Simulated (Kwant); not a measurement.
Computed with Kwant: Hückel tight-binding model, one pz orbital an atom, one spin, coherent transport at 0 K. Conductance is in e²/h.

System: π system c1ccc2c(c1)-c1ccccc-21 between two chain leads. The π system is taken as planar. Atoms are numbered from 0 in the order of the SMILES. Site energies (eV, carbon 0): [0.0, 0.0, 0.0, 0.0, 0.0, 0.0, 0.0, 0.0, 0.0, 0.0, 0.0, 0.0]. Bonds (i, j, β in eV): (0,1,-2.4) (1,2,-2.4) (2,3,-2.4) (3,4,-2.4) (4,5,-2.4) (4,6,-2.4) (6,7,-2.4) (7,8,-2.4) (8,9,-2.4) (9,10,-2.4) (10,11,-2.4) (5,0,-2.4) (11,6,-2.4) (11,3,-2.4). Leads: chains of hopping −3.6 eV, joined by −0.48 eV to atoms 0 and 10.

Site energies and bond integrals are typed Hückel values.

Sweep values stay those of the base run.

One input was changed, with this effect: transmission at E = 0 0.00032 → 0.0013.

Q: Which change was it?
(A) contacts moved from atoms [0, 10] to [2, 7]
(B) contacts moved from atoms [0, 10] to [0, 1]
(C) contacts moved from atoms [0, 10] to [0, 9]
(D) contacts moved from atoms [0, 10] to [0, 2]
(E) contacts moved from atoms [0, 10] to [0, 5]
(F) contacts moved from atoms [0, 10] to [0, 8]

A: B, contacts moved from atoms [0, 10] to [0, 1]
